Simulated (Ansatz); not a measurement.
## Bulk modulus B0 of Mo (model structure, P6₃/mmc, No. 194, 2 atoms in the cell) at several levels of theory

No measured value is used here.

| level (code) | value (GPa) | cell (Å³/atom) |
|---|---|---|
| LDA (Ansatz) | 262 | 15.32 |
| PBEsol (Ansatz) | 251 | 15.61 |
| r²SCAN (Ansatz) | 241 | 15.97 |

LDA, PBEsol, r²SCAN: the run has no spin polarisation, so it can have missed a magnetic state. LDA, PBEsol, r²SCAN: the bulk modulus is −V dP/dV from two relaxed cells at ±2 % in volume. Each level is taken at its own relaxed cell. Cutoffs differ between the levels. Ansatz's density-functional and Hartree–Fock values are scalar-relativistic unless marked +SOC, with PAW data made under PBE.

A model structure was made by putting elements into a prototype or built by hand; it is no filed structure, need not be a known phase, and can be a saddle point held by its symmetry.

Ansatz is a program for electronic structure.
